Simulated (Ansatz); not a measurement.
Consider the formation energy of Pt_Cu in Cu (fcc, Fm-3m). Reaction: 63 Cu (fcc) + Pt (fcc) → cell A.

Cell A: a supercell of 64 sites of Cu (fcc, Fm-3m) with Pt on a Cu site (12 Cu at 2.61 Å); spin state with PBE: run without spin, k-point mesh 5×5×5.
```
CELL_PARAMETERS angstrom
     10.26429     0.00000     0.00000
      5.13214     8.88913     0.00000
      5.13214     2.96304     8.38075
ATOMIC_POSITIONS crystal
  Cu 0.00000 0.00000 0.00000
  Cu 0.00000 0.00000 0.24990
  Cu 0.00000 0.00000 0.50000
  Cu 0.00000 0.00000 0.75010
  Cu 0.00000 0.24990 0.00000
  Cu 0.00068 0.24963 0.24963
  Cu 0.00068 0.24963 0.50006
  Cu 0.00000 0.24990 0.75010
  Cu 0.00000 0.50000 0.00000
  Cu 0.00068 0.50006 0.24963
  Cu 0.00000 0.50000 0.50000
  Cu 0.99932 0.49994 0.75037
  Cu 0.00000 0.75010 0.00000
  Cu 0.00000 0.75010 0.24990
  Cu 0.99932 0.75037 0.49994
  Cu 0.99932 0.75037 0.75037
  Cu 0.24990 0.00000 0.00000
  Cu 0.24963 0.00068 0.24963
  Cu 0.24963 0.00068 0.50006
  Cu 0.24990 0.00000 0.75010
  Cu 0.24963 0.24963 0.00068
  Cu 0.25000 0.25000 0.25000
  Cu 0.24963 0.24963 0.50006
  Cu 0.24973 0.24973 0.75027
  Cu 0.24963 0.50006 0.00068
  Cu 0.24963 0.50006 0.24963
  Cu 0.24600 0.50000 0.50000
  Cu 0.24600 0.50000 0.75400
  Cu 0.24990 0.75010 0.00000
  Cu 0.24973 0.75027 0.24973
  Cu 0.24600 0.75400 0.50000
  Cu 0.24973 0.75027 0.75027
  Cu 0.50000 0.00000 0.00000
  Cu 0.50006 0.00068 0.24963
  Cu 0.50000 0.00000 0.50000
  Cu 0.49994 0.99932 0.75037
  Cu 0.50006 0.24963 0.00068
  Cu 0.50006 0.24963 0.24963
  Cu 0.50000 0.24600 0.50000
  Cu 0.50000 0.24600 0.75400
  Cu 0.50000 0.50000 0.00000
  Cu 0.50000 0.50000 0.24600
  Pt 0.50000 0.50000 0.50000
  Cu 0.50000 0.50000 0.75400
  Cu 0.49994 0.75037 0.99932
  Cu 0.50000 0.75400 0.24600
  Cu 0.50000 0.75400 0.50000
  Cu 0.49994 0.75037 0.75037
  Cu 0.75010 0.00000 0.00000
  Cu 0.75010 0.00000 0.24990
  Cu 0.75037 0.99932 0.49994
  Cu 0.75037 0.99932 0.75037
  Cu 0.75010 0.24990 0.00000
  Cu 0.75027 0.24973 0.24973
  Cu 0.75400 0.24600 0.50000
  Cu 0.75027 0.24973 0.75027
  Cu 0.75037 0.49994 0.99932
  Cu 0.75400 0.50000 0.24600
  Cu 0.75400 0.50000 0.50000
  Cu 0.75037 0.49994 0.75037
  Cu 0.75037 0.75037 0.99932
  Cu 0.75027 0.75027 0.24973
  Cu 0.75037 0.75037 0.49994
  Cu 0.75000 0.75000 0.75000
```

Reference: Cu (fcc, Fm-3m), 64 atoms in the cell, the relaxed perfect crystal repeated, atoms not moved again; spin state with PBE: run without spin, k-point mesh 5×5×5 on the run's own vectors.

Reference: Pt (fcc, Fm-3m), 1 atom in the cell, k-point mesh 26×26×26 on the run's own vectors. Conventional cell: a = b = c = 3.9720 Å, α = β = γ = 90.00°.

Plane-wave PAW calculations with Ansatz (an electronic-structure program), its PAW set soft_1, cutoff 420 eV, 500 eV for r2SCAN. The structures are at rest with PBE, within the held lattices; other levels are single points on them. Neutral cells; Fermi-Dirac smearing of at most 0.10 eV in the solids, energies taken to zero width. The lattices are those relaxed with PBE, so at other levels the solids can be strained, which adds to the spread. Larger cells are relaxed from a start prepared with the learned potential CHGNet, on a coarser mesh till forces fall under 0.03 eV/Å, which some starts already meet. A dispersion term (D3(BJ), or D4 for r2SCAN) was computed beside these levels and is taken off wherever the name lacks it. Space groups of crystals are read within 0.01 Å. Static lattices, no vibrational contributions. No structure search was made; lower ones may exist. Spin-orbit coupling is left out. No correction for cell size. Mesh and cell size may move defect energies by 0.1 eV or more. Cell A has symmetry Fm-3m within 0.02 Å and got no random move, so less symmetric positions, which may lie lower, weren't tried.

Problem. Estimate the value that r2SCAN returns for this input.

Solution. -0.75 eV, for 63 Cu (fcc) + Pt (fcc) → cell A.

Problem. List the value at the remaining levels and say how far they part.

Solution. 
```csv
Level,value (eV),less r2SCAN
PBE,-0.51,0.24
```

The levels shown span 0.24 eV, from r2SCAN (-0.75) to PBE (-0.51).
